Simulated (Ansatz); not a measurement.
**Worked example: self-consistent single point of Zn2SeS (Pmm2, 4 atoms in the cell) in Ansatz (a first-principles code)**

Level of theory: PBEsol, default PAW files made with PBE (plane waves; Ansatz).

Input:

Ansatz 0.2 input:
```yaml
crystal:
  lattice:
    - [3.92101800, 0.00000000, 0.00000000]
    - [0.00000000, 3.92101800, 0.00000000]
    - [0.00000000, 0.00000000, 5.53868600]
  atoms:
    - { symbol: Zn, position: [0.50000000, 0.00000000, 0.77208700] }
    - { symbol: Zn, position: [0.00000000, 0.50000000, 0.23694000] }
    - { symbol: Se, position: [0.00000000, 0.00000000, 0.50000000] }
    - { symbol: S, position: [0.50000000, 0.50000000, 0.00000000] }
basis:
  ecutwfc: 420.0
kpoints:
  mp_grid: { grid: [5, 5, 4] }
hamiltonian:
  xc: pbesol
  pseudopotentials: { kind: paw }
scf:
  occupations: { method: fixed }
output:
  forces: true
  eigenvalues: true
  stress: true
```

Output (repeated stretches shortened):

```
WARN ansatz: RAYON_NUM_THREADS=1 ignored (pool sized by the plan → 1); use --threads N
Pseudopotentials: kind: paw
Pseudopotential: Zn, paw, valence charge 12
Pseudopotential: Se, paw, valence charge 16
Pseudopotential: S, paw, valence charge 6
Crystal: 4 atoms, lattice volume = 85.154 Å³
Basis set: ecut = 420 eV, 1675 PW (Γ), exchange–correlation on 54×54×80 points (8 copies of the dense FFT grid, shifted against one another)
Bands: 28, of which v1, the nominal top of the filled ones, is band 23 counted from 1 (22 counted from 0)
Symmetry: 4 space group operations
Space group: Pmm2 (ITA 25), of the structure as read, at distance tolerance 4.4e-5 Å
k-points: 27 of 100 (time reversal used)
PAW frozen core: Zn, regenerated for the run's functional, and the local potential with it
PAW frozen core: Se, regenerated for the run's functional, and the local potential with it
PAW frozen core: S, regenerated for the run's functional, and the local potential with it
Initial density: superposition of atomic densities (neutral atoms: chi_scale 0, normalization atom), corrected by the library's trained network
Initial wavefunctions: pseudopotential atomic-orbital guess
Eigensolver: davidson
Functional: x = pbesol(κ = 0.804, μ = 0.12345679012345678), c = pbesol(β = 0.046)
SCF iter   1: F=—  HF=-12873.830049 eV  |F-HF|=—  |Δ(HF+E_count)|=         —  Δρ=4.64e-3  dr2=2.14e-2  ethr=1.77e-3  ⟨swp⟩=4.9  Hψ=3043  notcnv=0  defer=79
all-band conjugate gradients solve this SCF's bands
preconditioner: auto → Resta (q_TF=auto, 2.462 Å⁻¹)
SCF iter   2: F=—  HF=-12873.824005 eV  |F-HF|=—  |Δ(HF+E_count)|=   6.04e-3  Δρ=1.66e-3  dr2=4.32e-3  ethr=4.66e-5  ⟨swp⟩=2.0  Hψ=1450  notcnv=0  defer=81
SCF iter   3: F=—  HF=-12873.823237 eV  |F-HF|=—  |Δ(HF+E_count)|=   7.68e-4  Δρ=1.28e-3  dr2=1.03e-3  ethr=9.40e-6  ⟨swp⟩=2.0  Hψ=1252  notcnv=0  defer=81
SCF iter   4: F=—  HF=-12873.822908 eV  |F-HF|=—  |Δ(HF+E_count)|=   3.29e-4  Δρ=3.74e-4  dr2=1.41e-4  ethr=2.24e-6  ⟨swp⟩=2.0  Hψ=1215  notcnv=0  defer=81
SCF iter   5: F=—  HF=-12873.822967 eV  |F-HF|=—  |Δ(HF+E_count)|=   5.83e-5  Δρ=9.98e-5  dr2=1.29e-5  ethr=3.05e-7  ⟨swp⟩=2.4  Hψ=1213  notcnv=0  defer=49
SCF iter   6: F=—  HF=-12873.822944 eV  |F-HF|=—  |Δ(HF+E_count)|=   2.26e-5  Δρ=3.96e-5  dr2=1.36e-6  ethr=2.80e-8  ⟨swp⟩=2.0  Hψ=1350  notcnv=0  defer=27
SCF iter   7: F=—  HF=-12873.822946 eV  |F-HF|=—  |Δ(HF+E_count)|=   1.65e-6  Δρ=1.45e-5  dr2=1.58e-7  ethr=2.97e-9  ⟨swp⟩=2.0  Hψ=1350  notcnv=0  defer=27
SCF iter   8: F=-12873.822946 eV  HF=-12873.822946 eV  |F-HF|=1.08e-7  |Δ(HF+E_count)|=   8.51e-8  Δρ=1.19e-5  dr2=7.58e-8  ethr=2.17e-10  ⟨swp⟩=9.4  Hψ=3965  notcnv=0
SCF 1 converged in 8 iterations: F = -12873.822946 eV  dr2 = 7.58e-8
SCF converged after 8 iterations
Free energy (F): -12873.822946 eV
Harris-Foulkes:  -12873.822946 eV  (|F-HF|=1.08e-7)
Internal energy: -12873.822946 eV  (E = F + TS)
E sigma→0 (E₀):  -12873.822946 eV
Fermi energy:    6.263751 eV
--- Per-component energies (eV) ---
  E_band       = -385.389057
  E_kinetic    = 487.729917
  E_local      = -6585.839548  (includes V_loc(G=0)·N_el)
  E_nonlocal   = 666.904289
  E_hartree    = 2958.093780
  E_xc         = -470.455324
  E_vxc        = -290.069789  (∫ρ·V_xc dr)
  E_paw        = -6034.392170  (= ΣΔE_a)
  E_vpaw       = -580.305033  (= ΣTr[D̂ρ^β])
  E_aug_tail   = -0.001253  (compensation charges beyond the density's cutoff)
  E_ewald      = -3898.527745
  E_core_change = 2.665110  (= ΣΔE_core)
  E_smearing   = -0.000000  (= −TS)
  E_closure    = 0.000000  (closes the sum)
  Σ components = -12873.822946   (vs F -12873.822946, Δ=0.00e0)
--- Forces (eV/Å), atoms counted from 1 ---
  atom   1  Zn     0.00000000     0.00000000    -0.36905626
  atom   2  Zn     0.00000000     0.00000000     0.10231494
  atom   3  Se     0.00000000     0.00000000     0.13618320
  atom   4  S      0.00000000     0.00000000     0.13054589
  max |Σ_I F_I| component: 1.22e-5 eV/Å
--- Stress (GPa, compression-positive) ---
       -2.159656       0.000000       0.000000
        0.000000      -1.243892       0.000000
        0.000000       0.000000      -1.893222
  P = ⅓ Tr σ = -1.7656 GPa (-17.656 kbar)
  The stress holds the Pulay correction. Without it, at fixed plane waves, as pw.x and ABINIT print it: P = -1.8212 GPa
--- Band table (eV; the first three rows and the last of 27) ---
  k-point 0: bands = ["-40.4641", "-40.4631", "-40.4597", "-40.4455", "-40.4415", "-7.0364", "-5.8689", "-0.3672", "-0.3372", "-0.3005", "-0.2368", "-0.0151", "0.0139", "0.1199", "0.1235", "0.1878", "0.3259", "1.4892", "3.8614", "3.8885", "6.1541", [...]
  k-point 1: bands = ["-40.4641", "-40.4631", "-40.4597", "-40.4455", "-40.4415", "-6.8942", "-6.0624", "-0.3765", "-0.3099", "-0.2716", "-0.2563", "-0.0619", "-0.0350", "0.1037", "0.1272", "0.1725", "0.1805", "2.1285", "4.0956", "4.1255", "4.9353", [...]
  k-point 2: bands = ["-40.4641", "-40.4631", "-40.4597", "-40.4455", "-40.4415", "-6.5994", "-6.4072", "-0.3867", "-0.2815", "-0.2680", "-0.2239", "-0.1228", "-0.1021", "0.0682", "0.1185", "0.1373", "0.1703", "3.4073", "3.4131", "4.4747", "4.5105", [...]
  k-point 26: bands = ["-40.4642", "-40.4629", "-40.4598", "-40.4449", "-40.4416", "-6.0410", "-5.8166", "-0.2248", "-0.2060", "-0.1168", "-0.0640", "0.0730", "0.0792", "0.1098", "0.1207", "0.3807", "0.4000", "1.5036", "1.5702", "2.9822", "3.2867", [...]
```

The run converged in 8 iterations.

The starting cell comes from a database of computed structures (which also holds hypothetical and non-ambient phases and stackings), without a prior relaxation at this level. Its lattice was rescaled by up to half a per cent. One atom was moved a little off its site on purpose. Ansatz's pressure includes its estimate of the finite-basis (Pulay) stress.
